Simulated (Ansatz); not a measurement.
# CsCl-type NaF (model structure)

Level of theory: PBE0 (plane waves, PAW; Ansatz, a first-principles code).

Run with plane-wave cutoff 500 eV, 8×8×8 k mesh, gaussian smearing 0.02 eV, scalar-relativistic PAW data made under PBE.

Cell (relaxed with r²SCAN):

```yaml
crystal:
  lattice:
    - [2.79365, 0.00000, 0.00000]
    - [0.00000, 2.79365, 0.00000]
    - [0.00000, 0.00000, 2.79365]
  atoms:
    - { symbol: Na, position: [0.00000, 0.00000, 0.00000] }
    - { symbol: F, position: [0.50000, 0.50000, 0.50000] }
```

For CsCl-type NaF (model structure), the band gap is 9.10 eV (on the SCF k mesh).

Note: the relaxation could raise the start's symmetry but not lower it, so the cell can be a saddle point; cell and atoms aren't relaxed at this level (pressure 1.7 GPa).

The computed numbers hold no vibrational or temperature effects.

Computing time: very roughly 60 core-seconds.

A model structure was made by putting elements into a prototype or built by hand; it is no filed structure, need not be a known phase, and can be a saddle point held by its symmetry.
